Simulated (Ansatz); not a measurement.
Start from GaSb in the zinc blende structure (space group F-43m, No. 216).

```yaml
crystal:
  lattice:
    - [0.00000, 3.05573, 3.05573]
    - [3.05573, 0.00000, 3.05573]
    - [3.05573, 3.05573, 0.00000]
  atoms:
    - { symbol: Ga, position: [0.00000, 0.00000, 0.00000] }
    - { symbol: Sb, position: [0.25000, 0.25000, 0.25000] }
```

Cartesian axes are those of the cell as printed.

All numbers come from PBEsol in Ansatz (plane waves to 420 eV, PAW, without spin-orbit coupling).

Now apply this change: an isotropic linear strain of +3.00 %, atoms relaxed at fixed cell.

Task: Predict the stress tensor and what it implies for the stiffness.

Result: Stress of the strained cell less that of the base (GPa, compression positive):
```
   -3.7     0.0     0.0
    0.0    -3.7     0.0
    0.0     0.0    -3.7
```

Then B = −ΔP/(ΔV/V₀) with ΔV/V₀ = 0.0927 gives secant stiffness values (nonlinear terms included at this strain): B ≈ 40 GPa.

As a check, the harmonic strain energy −½ V₀ Δσ:ε is 30 meV/atom; the computed energy rise is 33 meV/atom.

Stability against distortions was not tested. All final runs are without spin polarisation.

Ansatz is a first-principles code.
